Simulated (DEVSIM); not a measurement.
Device: isotype n-n heterojunction In0.49Ga0.51P/GaAs, at 300 K.

```
layer (left to right)       material  thickness (μm)  Nd (cm⁻³)  τn (s)  τp (s)
---------------------  -------------  --------------  ---------  ------  ------
1                      In0.49Ga0.51P           0.210       1e16  2.9e-9  8.7e-8
2                               GaAs           0.180     2.3e15  2.9e-9  2.9e-9
```

Left contact: ohmic. Right contact: ohmic. Voltage is applied to the left contact. Recombination: SRH at mid-gap, Auger. Mobility is μmin + (μ − μmin)/(1 + (N/Nref)^α).

The device is made up for the run: typed textbook-type constants, with dimensions and the other settings drawn at random. Values at 300 K.

| parameter | In0.49Ga0.51P | GaAs |
|---|---|---|
| gap (eV) | 1.89 | 1.424 |
| affinity (eV) | 4 | 4.07 |
| permittivity | 11.8 | 12.9 |
| Nc (cm⁻³) | 9e17 | 4.7e17 |
| Nv (cm⁻³) | 1.3e19 | 9e18 |
| μn (cm²/Vs) | 1500 | 8500 |
| μp (cm²/Vs) | 80 | 400 |
| μn,min | 400 | 500 |
| μp,min | 15 | 20 |
| Nref,n | 2e16 | 6e16 |
| Nref,p | 1.5e17 | 1.5e17 |
| αn | 0.7 | 0.39 |
| αp | 0.8 | 0.38 |
| Cn (cm⁶/s) | 3e-30 | 1e-30 |
| Cp (cm⁶/s) | 3e-30 | 1e-30 |

Model (solved in DEVSIM): 1D drift-diffusion, Boltzmann statistics, complete ionisation; no tunnelling, impact ionisation, image-force lowering or self-heating. Band offsets follow the typed affinities; no thermionic-emission limit at abrupt steps, no polarisation charge.

Tabulate band edges, carrier densities and field at 1.15 V on the left contact.

Energies count from the Fermi level of the right contact; mesh points crowd at the junctions.

```csv
x (μm),Ec (eV),Ev (eV),n (cm⁻³),p (cm⁻³),field (V/cm)
0.000,-1.034,-2.924,1.0e16,< 1e2,37000
0.003650,-1.020,-2.910,9.9e15,< 1e2,37000
0.009373,-0.999,-2.889,9.9e15,< 1e2,37000
0.01981,-0.961,-2.851,9.9e15,< 1e2,37000
0.04503,-0.868,-2.758,9.9e15,< 1e2,37000
0.07800,-0.746,-2.636,9.8e15,< 1e2,37000
0.1279,-0.561,-2.451,9.8e15,< 1e2,37000
0.1718,-0.398,-2.288,9.8e15,< 1e2,37000
0.1900,-0.331,-2.221,9.7e15,< 1e2,37000
0.1999,-0.294,-2.184,9.7e15,< 1e2,37000
0.2063,-0.270,-2.160,9.7e15,< 1e2,37000
0.2106,-0.324,-1.748,7.0e16,< 1e2,34000
0.2143,-0.312,-1.736,4.5e16,< 1e2,31000
0.2211,-0.292,-1.716,2.2e16,< 1e2,28000
0.2373,-0.249,-1.673,5.9e15,< 1e2,26000
0.2606,-0.190,-1.614,2.7e15,< 1e2,25000
0.2968,-0.098,-1.522,2.3e15,< 1e2,25000
0.3375,0.005,-1.419,2.3e15,< 1e2,25000
0.3663,0.078,-1.346,2.3e15,< 1e2,25000
0.3777,0.106,-1.318,2.3e15,< 1e2,25000
0.3850,0.125,-1.299,2.3e15,< 1e2,25000
0.3900,0.138,-1.286,2.3e15,< 1e2,25000
```
